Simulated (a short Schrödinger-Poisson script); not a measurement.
Solved with a short Schrödinger-Poisson script written for these runs: 1D Poisson equation in equilibrium, electrons quantum, Hartree plus LDA exchange-correlation (BenDaniel-Duke, 40 states a valley, the channel's in-plane mass for all, wave functions free to enter the barrier), parabolic valleys, classical holes, full ionisation, no traps, pinning or gate leakage.

Structure: gated Al0.2Ga0.8N/GaN polarisation-induced gas, at 300 K.

From the gate side: 10 nm Al0.2Ga0.8N; 6000 nm GaN, acceptors 6e14 cm⁻³.

The device is made up for the run: typed textbook-type constants, with dimensions and the other settings drawn at random. Al0.2Ga0.8N: permittivity 9.38, conduction-band edge (eV) 0.262, gap (eV) 3.804, electron mass (mₑ) 0.224, Nv at 300 K (cm⁻³) 4.6e19. GaN: permittivity 9.5, conduction-band edge (eV) 0, gap (eV) 3.43, Nv at 300 K (cm⁻³) 4.6e19.

Channel valleys (confinement mass, in-plane density-of-states mass, number): Γ 0.2, 0.2, 1. At the gate the conduction-band edge of layer 1 lies 1.1 eV − eVg above the Fermi level of the channel; the field vanishes at the back. Sheet of polarisation charge: +9.4e12 e/cm² at 10 nm from the gate. The barrier under the gate holds no holes. Gaps are held at their typed values at every temperature. Mesh 0.08 nm at interfaces.

**Question.** Give the capacitance at Vg = 0.5 V (μF/cm²); the sheet density of all electrons at Vg = -0.5 V (cm⁻²); the sheet density of all electrons at Vg = 0.5 V (cm⁻²).

**Answer.** capacitance at Vg = 0.5 V (μF/cm²): 0.765; sheet density of all electrons at Vg = -0.5 V (cm⁻²): 1.92e12; sheet density of all electrons at Vg = 0.5 V (cm⁻²): 6.49e12.
